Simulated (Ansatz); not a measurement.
Results of r²SCAN in Ansatz (PAW) for Bi2S3 (model structure, started from the beta Ga2O3 type, C2/m, No. 12, 10 atoms in the cell).

Numerical settings: plane-wave cutoff 560 eV, 10×10×6 k mesh (along the axes of the cell as run), Fermi–Dirac smearing 0.01 eV, scalar-relativistic PAW data made under PBE.

Cell (relaxed with PBEsol):

```xyz
10
Lattice="8.3360 -2.0410 -1.5362 8.3360 2.0410 -1.5362 -3.3080 0.0000 8.3221" Properties=species:S:1:pos:R:3 pbc="T T T"
Bi    -0.5763     0.0000     6.3909
Bi    13.9402     0.0000    -1.1413
Bi    10.0352     0.0000     0.3050
Bi     3.3286     0.0000     4.9446
S      3.4896     0.0000     0.5566
S      9.8743     0.0000     4.6930
S      0.9665     0.0000     3.4752
S     12.3974     0.0000     1.7744
S      7.2178     0.0000    -0.2971
S      6.1461     0.0000     5.5466
```

**Question.** Give the computed band gap, smallest direct gap on the k points sampled and direct gap at Γ.

**Answer.** 
- band gap: 1.32 eV
- smallest direct gap on the k points sampled: 1.47 eV
- direct gap at Γ: 2.03 eV

Note: the relaxation could raise the start's symmetry but not lower it, so the cell can be a saddle point; cell and atoms aren't relaxed at this level (largest force component 0.13 eV/Å, pressure 1.7 GPa).

Spin–orbit coupling is not included; with these elements it can move the gap by several tenths of an eV or more.

Static lattice: no zero-point or thermal effects.

A model structure was made by putting elements into a prototype or built by hand; it is no filed structure, need not be a known phase, and can be a saddle point held by its symmetry.

Ansatz is an electronic-structure program.
